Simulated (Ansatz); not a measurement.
In a (6,0) silicon nanotube, spin-degenerate bands cross the Fermi level 3 times between Γ and the zone edge.

The numbers are results of PBE (plane waves to 420 eV, PAW; Ansatz, a quantum-chemistry and plane-wave program), not measurements. Mesh 1×1×12. No spin polarisation. It repeats along c; a and b span vacuum. A hypothetical model, rolled from the flat sheet. Symmetry and one short period hold its shape; lower forms weren't sought.

### Question
What are the conductance and the two-terminal resistance of a perfect, endless piece?

### Answer
Each crossing on the half of the zone with k > 0 has a partner at −k, so it gives one mode in each direction. Counting spin there are 6 modes, each carrying e²/h = 38.74 μS. G = 6 × 38.74 = 232.4 μS and R = 1/G = 4.30 kΩ, whatever the length. Scattering by phonons, roughness and contacts can only raise R.
